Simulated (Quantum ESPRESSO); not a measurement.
Troubleshooting Quantum ESPRESSO: a failed run on MgZn3S4 (Pm, 8 atoms in the cell). The aim is a self-consistent single point with DFT, PBEsol, plane waves, GBRV 1.5 ultrasoft (PBESOL) pseudopotentials.

Input:

```fortran
&control
    calculation = 'scf'
    prefix = 'scf'
    outdir = './tmp/'
    pseudo_dir = './'
    verbosity = 'high'
    tprnfor = .true.
    tstress = .true.
/
&system
    ibrav = 0
    celldm(1) = 11.9284804220
    nat = 9
    ntyp = 3
    ecutwfc = 50
    ecutrho = 250
    occupations = 'fixed'
    nbnd = 54
/
&electrons
    conv_thr = 1e-10
    mixing_beta = 0.5
/
ATOMIC_SPECIES
Mg    24.3050  mg_pbesol_v1.4.uspp.F.UPF
Zn    65.3800  zn_pbesol_v1.uspp.F.UPF
S     32.0600  s_pbesol_v1.4.uspp.F.UPF
CELL_PARAMETERS alat
   1.0000000000     0.0000000000     0.0000000000
   0.0000000000     0.6106303903     0.0000000000
  -0.0008347222     0.0000000000     1.0603487171
ATOMIC_POSITIONS crystal
Mg    0.5003700000    0.0000000000    0.6665400000
Zn    0.4995800000    0.5000000000    0.1667100000
Zn    0.9992700000    0.5000000000    0.8365200000
Zn    0.9986900000    0.0000000000    0.3298000000
S     0.1130400000    0.0000000000    0.6654200000
S     0.1270600000    0.5000000000    0.1674300000
S     0.6303200000    0.5000000000    0.8434700000
S     0.6276800000    0.0000000000    0.3241100000
S     0.6204840000   -0.0024750000    0.3268830000
K_POINTS automatic
3 5 2  0 0 0
```

Output (repeated stretches shortened):

```
     Self-consistent Calculation

     iteration #  1     ecut=    50.00 Ry     beta= 0.50

---- Real-time Memory Report at c_bands before calling an iterative solver
           296 MiB given to the printing process from OS
           157 MiB allocation reported by mallinfo(arena+hblkhd)
------------------

 %%%%%%%%%%%%%%%%%%%%%%%%%%%%%%%%%%%%%%%%%%%%%%%%%%%%%%%%%%%%%%%%%%%%%%%%%%%%%%
     Error in routine cdiaghg (200):
     S matrix not positive definite
 %%%%%%%%%%%%%%%%%%%%%%%%%%%%%%%%%%%%%%%%%%%%%%%%%%%%%%%%%%%%%%%%%%%%%%%%%%%%%%

     stopping ...
```

Read the log: what does the program object to, and what is the fix?

The fault is one atom entered twice; here the program stops on it instead of giving results. To fix it, remove the duplicate atom. The program stopped with an error at about iteration 1.

An input that runs soundly differs in these lines (not the only fix; some lines may just follow from the change or write a value another way):
```diff
-    nat = 9
+    nat = 8
-    nbnd = 54
+    nbnd = 51
-S     0.6204840000   -0.0024750000    0.3268830000
```

With that input, the run converged in 14 iterations: free energy E − TS -21843.1750 eV; top of the valence band (on the code's own zero) 5.74 eV; gap on the k-point mesh 2.23 eV; pressure -1.30 GPa; largest force (vector length) 0.100 eV/Å (DFT, PBEsol, plane waves, GBRV 1.5 ultrasoft (PBESOL) pseudopotentials).

On the sound input: the starting cell comes from a database of computed structures (which also holds hypothetical and non-ambient phases and stackings), without a prior relaxation at this level.
